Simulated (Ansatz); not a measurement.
Results of r²SCAN+rVV10 in Ansatz (plane waves, PAW) for ZnS (P3m1, No. 156, 36 atoms in the cell; start mp-556363; a measured phase of this formula has another space group).

Settings: plane-wave cutoff 560 eV, 12×12×1 k mesh (along the axes of the cell as run), Fermi–Dirac smearing 0.01 eV, scalar-relativistic PAW data made under PBE.

Cell (relaxed at this level):

ZnS has the trigonal space group P3m1 (No. 156), Pearson symbol hP36. Lattice parameters: a = 3.795 Å, b = 3.795 Å, c = 55.841 Å, α = 90.00°, β = 90.00°, γ = 120.00°. Zn1 on 1a sees 4 S at 2.324 Å (tetrahedral). Zn2 on 1a is surrounded by 4 S at 2.324 Å (tetrahedral). Zn3 on 1c sees 4 S at 2.324 Å (tetrahedral). Zn4 on 1a is surrounded by 4 S at 2.324 Å (tetrahedral). Zn5 on 1a is surrounded by 4 S at 2.326–2.329 Å (tetrahedral). Zn6 on 1b has 4 S at 2.324 Å (tetrahedral). Zn7 on 1b is surrounded by 4 S at 2.324 Å (tetrahedral). Zn8 on 1c is coordinated by 4 S at 2.324 Å (tetrahedral). 28 further independent sites are not listed. (Neighbours: up to the widest gap in distance over summed covalent radii, below 1.35, at either atom; cation-cation and far metal-metal contacts left out.)

Q: What does this level give for the band gap?

A: 
* **band gap**: 2.72 eV (on the SCF k mesh)

Note: the relaxation could not lower the start's symmetry, so the cell can be a saddle point above a distorted one.

The computed numbers hold no vibrational or temperature effects.

Cost on a shared machine: very roughly 40 core-minutes.

A start named mp-… is a Materials Project structure, which need not be a measured phase.

Ansatz is a quantum-chemistry and plane-wave program.
